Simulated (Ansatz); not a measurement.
GaBi (model structure, started from the zincblende type, F-43m, No. 216, 2 atoms in the cell) was calculated with LDA (Ansatz, an electronic-structure program, plane waves, PAW).

Numerical settings: plane-wave cutoff 520 eV, 16×16×16 k mesh, Fermi–Dirac smearing 0.05 eV, scalar-relativistic PAW data made under PBE.

Cell (relaxed at this level):

```xyz
2
Lattice="0.0000 3.1312 3.1312 3.1312 0.0000 3.1312 3.1312 3.1312 0.0000" Properties=species:S:1:pos:R:3 pbc="T T T"
Bi     1.5656     1.5656     1.5656
Ga     0.0000     0.0000     0.0000
```

Predict the bulk modulus.


- bulk modulus: 45.7 GPa

The run finds no gap.

Note: the bulk modulus is −V dP/dV from two relaxed cells at ±2 % in volume; the relaxation could raise the start's symmetry but not lower it, so the cell can be a saddle point.

Spin–orbit coupling is not included; it can shift volumes and moduli of such heavy elements.

The computed numbers hold no vibrational or temperature effects.

Cost on a shared machine: roughly 2.3 core-minutes.

A model structure was made by putting elements into a prototype or built by hand; it is no filed structure, need not be a known phase, and can be a saddle point held by its symmetry.
